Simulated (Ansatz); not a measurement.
Start from LiAl₃ in the Cu3Au type structure (space group Pm-3m, No. 221; a = 4.001 Å; a cell from a computed database, its experimental status unchecked; relaxed with 0.1 eV smearing). Axes: x, y, z lie along the cube axes.

Method: PBEsol in Ansatz (plane waves to 420 eV, PAW, no SOC).

For the base:

| Property | Result |
|---|---|
| Volume per atom | 16.01 Å³ |

Perturbation: uniaxial stress, 8 GPa compression along x; all other stress components relax to zero.

**Question.** What does the calculation give for the energy relative to the base and volume per atom after the change?

**Answer.** The energy goes up by 133 meV/atom; the volume per atom decreases by 0.11 Å³ (16.01 Å³ → 15.90 Å³).

Load acts through the strain it causes; cell and atoms are relaxed under it. Stability under load was not tested beyond the relaxation. Under uniaxial stress, 8 GPa compression along x the cell changed shape so far that it is another structure.

Ansatz is a program for electronic structure.
